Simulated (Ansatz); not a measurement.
Worked example: self-consistent single point of SiNi (Pnma, 8 atoms in the cell) in Ansatz (an electronic-structure program).

Computed with PBEsol, default PAW files made with PBE (plane waves; Ansatz).

```
SiNi
1.0
    5.29992     0.00000     0.00000
    0.00000     3.21558     0.00000
    0.00000     0.00000     5.96888
Ni Si
4 4
Direct
  0.50560   0.25000   0.69520
  0.00560   0.25000   0.80480
  0.49440   0.75000   0.30480
  0.99440   0.75000   0.19520
  0.68790   0.25000   0.06960
  0.18790   0.25000   0.43040
  0.31210   0.75000   0.93040
  0.81210   0.75000   0.56960
```
Moments meant for the start (each program seeds them in its own way; μB, in the order of the atoms Ni Ni Ni Ni Si Si Si Si): 2.0 2.0 2.0 2.0 0.0 0.0 0.0 0.0.

Reference input (self-consistent single point, DFT, PBEsol, plane waves, default PAW files made with PBE): basis.ecutwfc = 420 eV; kpoints.mp_grid.grid = 4 7 4; kpoints.mp_grid.shift = 0.5 0.5 0.5; hamiltonian.xc = pbesol; hamiltonian.pseudopotentials = {kind: paw} (the program's default PAW files); magnetization.spin_polarized = true; scf.occupations.method = cold; scf.occupations.width = 0.2 eV. This run's input differs from it in these lines:

Ansatz 0.2 input:
```diff
@@ -24,3 +24,3 @@
 scf:
-  occupations: { method: cold, width: 0.2 }
+  occupations: { method: cold, width: 0.3 }
 output:
```

Log, with long lists cut:

```
SCF iter   1: F=—  HF=-25707.457313 eV  |F-HF|=—  |Δ(HF+E_count)|=         —  Δρ=1.88e-1 (↑1.88e-1 ↓1.32e-1)  dr2=2.89e0  dr2_m=2.34e1  M=0.796 μB ∫|m|=1.324 μB  β_m=0.30  ethr=3.10e-3  ⟨swp⟩=6.3  Hψ=6873  notcnv=0
Mixer restart at iter 1: flushing history
all-band conjugate gradients solve this SCF's bands
preconditioner: auto → Kerker (q_TF=auto, 2.663 Å⁻¹)
spin=Collinear: Kerker preconditioning applied to the charge; magnetization (m = ρ↑ − ρ↓) channel mixes plain (no charge-response kernel on spin).
   [... lines left out ...]
SCF iter  12: F=—  HF=-25710.164031 eV  |F-HF|=—  |Δ(HF+E_count)|=   1.28e-5  S|Δr|=    0.00e0  Δρ=2.67e-5 (↑2.67e-5 ↓2.66e-5)  dr2=2.07e-6  dr2_m=1.47e-11  M=0.000 μB ∫|m|=0.000 μB  β_m=0.78  ethr=2.05e-8  ⟨swp⟩=2.0  Hψ=2590  notcnv=0  defer=160
SCF iter  13: F=-25710.164031 eV  HF=-25710.164031 eV  |F-HF|=1.61e-8  |Δ(HF+E_count)|=   3.93e-7  S|Δr|=    0.00e0  Δρ=2.64e-6 (↑2.64e-6 ↓2.63e-6)  dr2=3.60e-8  dr2_m=1.29e-12  M=0.000 μB ∫|m|=0.000 μB  ethr=1.14e-10  ⟨swp⟩=9.2  Hψ=9343  notcnv=0
SCF 1 converged in 13 iterations: F = -25710.164031 eV  dr2 = 3.60e-8
WARN: the starting moments were not kept: the SCF closed with an absolute magnetisation of 9.9e-7 μB, where they sum to 8 μB in size (4 sites) …
   [... lines left out ...]
Absolute magnetization: 0.0000 μB (∫|ρ↑−ρ↓|, with the PAW one-centre terms)
Free energy (F): -25710.164031 eV
Fermi energy:    13.794491 eV
   [... lines left out ...]
  atom   8  Si     0.12491220     0.00000000     0.11778073
--- Stress (GPa, compression-positive) ---
      -10.213261       0.000000       0.000000
        0.000000      -8.868450       0.000000
        0.000000       0.000000     -13.666542
  P = ⅓ Tr σ = -10.9161 GPa (-109.161 kbar)
  The stress holds the Pulay correction. Without it, at fixed plane waves, as pw.x and ABINIT print it: P = -10.9588 GPa
```

The run converged in 13 iterations. Against the reference run the free energy falls by 1.5 meV/atom, the pressure stays at -10.92 GPa and the largest force hardly changes (0.174 to 0.172 eV/Å).

The starting cell was generated: these elements placed on a structure prototype, without a prior relaxation; it need not be a known phase or ordering of this composition. The starting moments vanished: the run ended non-magnetic, which need not be the lowest state. The program warned that a starting moment was not kept. With a pressure of about -11 GPa the cell is away from its equilibrium volume at this level. Ansatz's pressure includes its estimate of the finite-basis (Pulay) stress.
